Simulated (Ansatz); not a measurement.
Here is the system:

```
CdSe
1.0
    4.19658     0.00000     0.00000
   -2.09829     3.67848     0.00000
    0.00000     0.00000     6.94096
Cd Se
2 2
Direct
  0.33297   0.66594   0.00102
  0.66703   0.33406   0.50102
  0.33550   0.67100   0.37498
  0.66450   0.32900   0.87498
```

No spin polarisation.

Level of theory: LDA (Ansatz, an electronic-structure program, PAW, without spin-orbit coupling). Γ-centred 9×9×5 mesh, Fermi–Dirac width 0.05 eV.

What band gap does the calculation give?

0.45 eV.

What is the computed gap character?

Direct at Γ.

The cells carry an imposed strain or load. Stability against distortions was not tested. The cell was made from CdSe in the wurtzite structure (space group P6_3mc, No. 186) by this change: uniaxial strain ε_xx = −1.20 %.
